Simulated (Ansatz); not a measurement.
An ideal cubic perovskite cell is held by its symmetry; such compounds can tilt or shift off centre at room temperature. Cells marked so need not be the phases stable at ambient conditions, and some may be hypothetical.

The gap is the functional's own. No spin-orbit coupling. Mid-gap values are interpolated on the energy grid.

A. CsSnBr₃ (Pm-3m, cubic perovskite, not sure to be the ambient phase, 5 atoms a cell, 39.8 Å³ an atom), along the normal of (110)
B. MgZnO2 (P3m1, not sure to be the ambient phase, 4 atoms a cell, 12.3 Å³ an atom, -5 GPa at this level), along the normal of (110)
C. LiBr (Fm-3m, rock salt, 2 atoms a cell, 20.2 Å³ an atom), along the normal of (111)

### Question
Rank these by mid-gap decay constant of the slowest evanescent state (lowest first), as PBEsol run with Ansatz (an electronic-structure program) gives it.

### Answer
A (0.03 1/Å), B (0.16 1/Å), C (0.31 1/Å)
